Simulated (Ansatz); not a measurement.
System: CdS (model structure, started from the BN type, Pm-3n, No. 223, 12 atoms in the cell). Method: r²SCAN+SOC (Ansatz, an electronic-structure program, PAW).

Numerical settings: plane-wave cutoff 560 eV, 4×4×4 k mesh, Fermi–Dirac smearing 0.01 eV, PAW data made under PBE.

Cell (relaxed with PBEsol):

CdS is taken in the cubic space group Pm-3n (No. 223), Pearson symbol cP12. Cell: a = 7.165 Å, b = 7.165 Å, c = 7.165 Å, α = 90.00°, β = 90.00°, γ = 90.00°. Cd on 6c is coordinated by 4 S at 2.533 Å. S on 6d sees 4 Cd at 2.533 Å. (Neighbours: up to the widest gap in distance over summed covalent radii, below 1.35, at either atom; cation-cation and far metal-metal contacts left out.)

### Question
What does this level give for the band gap?

### Answer

band gap: 1.79 eV (on the SCF k mesh)

Note: the relaxation could raise the start's symmetry but not lower it, so the cell can be a saddle point; cell and atoms aren't relaxed at this level (pressure 1.3 GPa).

The result took about 11 core-minutes (a rough figure).

A model structure was made by putting elements into a prototype or built by hand; it is no filed structure, need not be a known phase, and can be a saddle point held by its symmetry.
